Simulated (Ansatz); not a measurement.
Input:

```xyz
2
Lattice="3.7971 0.0000 0.0000 0.0000 3.7971 0.0000 0.0000 0.0000 3.7971" Properties=species:S:1:pos:R:3 pbc="T T T"
Tl     0.0000     0.0000     0.0000
Br     1.8985     1.8985     1.8985
```

No spin polarisation.

Method: PBEsol (Ansatz, an electronic-structure program; PAW; 420 eV plane waves; no SOC). k-mesh 9×9×9 (Γ-centred); smearing 0.05 eV (Fermi–Dirac).

Predict the electron mass, gap character and pressure.

Electron mass: 0.11 mₑ along k, 0.18 mₑ across (at X)
Gap character: direct at X
Pressure: 3.12 GPa

Spin-orbit coupling, missing from the scalar runs, can matter with Tl. The cells carry an imposed strain or load. Effective masses come from finite differences of ±0.01 Å⁻¹. Along k means along the line from Γ to the band edge. No phonon test of stability was made. The cell was made from TlBr in the CsCl type structure (space group Pm-3m, No. 221) by this change: isotropic strain −3.00 %.
